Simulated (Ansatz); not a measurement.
Effect of uniaxial strain ε_yy = +0.80 % on Sr3AsN

Consider Sr$_{3}$AsN in the anti-perovskite structure (space group Pm-3m, No. 221; a = 5.041 Å; a cell from a computed database, its experimental status unchecked). Axes: x, y, z lie along the cube axes.

Now apply this change: the cell is stretched by 0.80 % along y with no lateral relaxation, atoms relaxed at fixed cell.

Calculations: DFT with PBEsol, PAW potentials and a 420 eV plane-wave cutoff in Ansatz (a first-principles code), no spin-orbit coupling. k-mesh 7×7×7 (Γ-centred); smearing 0.05 eV (Fermi–Dirac).

The volume per atom rises by 0.205 Å³ to 25.83 Å³ and the space group goes from Pm-3m (No. 221) to P4/mmm (No. 123). The energy grows by 0.6 meV/atom and the band gap decreases by 0.024 eV, from 0.38 eV to 0.35 eV. The gap character remains direct at Γ and the valence-band top at Γ (three highest levels, from the VBM) changes from 0.00, 0.00, 0.00 eV to 0.00, 0.00, -0.05 eV. The stress (xx, yy, zz, yz, xz, xy; compression positive) comes out as (-0.14, -0.94, -0.14, 0.00, 0.00, 0.00) GPa.

Cost of the whole job for the changed cell (relaxation, final SCF and bands): about 50 core-seconds (a rough figure).

No phonon test of stability was made. Labels are those of the standard path for the cell's own space group.
